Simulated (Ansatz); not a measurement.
The parent structure is Al in the fcc (Cu type) structure (space group Fm-3m, No. 225; a = 3.992 Å; relaxed with 0.1 eV smearing). Axes: x, y, z lie along the cube axes.

Computed with r2SCAN (Ansatz, a first-principles code, PAW, no spin-orbit coupling), earlier PAW set.

Modification: biaxial strain +2.29 %, plane normal [111], relaxed out of plane (Cartesian); in-plane vectors clamped, the third vector and the atoms free.

Task: Estimate the effect on the out-of-plane strain and energy relative to the base.

Result: The out-of-plane strain amounts to -1.86 %; the energy goes up by 7.3 meV/atom.

Stability against distortions was not tested.
